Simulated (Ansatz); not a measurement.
# A computed series for hypothetical zinc blende LiH: element substitutions

The parent structure is LiH in the zinc blende structure (space group F-43m, No. 216; a = 4.257 Å; a hypothetical phase, not in the database extracts checked).

Each row replaces one element on all its sites; cell and atoms are relaxed.

Level of theory: plane-wave PAW DFT at the PBEsol level (Ansatz, a program for electronic structure, 420 eV), scalar-relativistic without spin-orbit coupling.

For the base:

```
Item              Result
---------------  -------
Volume per atom  9.65 Å³
```

Q: The aim is a volume per atom between 14.67 Å³ and 15.94 Å³. Which of these changes reaches it?
A) Li → Na
B) H → B
C) H → K

A: B, H → B. It gives 15.58 Å³; H → K gives 67.55 Å³; Li → Na gives 17.34 Å³. Changes not listed may reach it too

Stability against distortions was not tested. As relaxed here, KLi, LiB and NaH are hypothetical phases, not in the database extracts checked. All final runs are without spin polarisation.
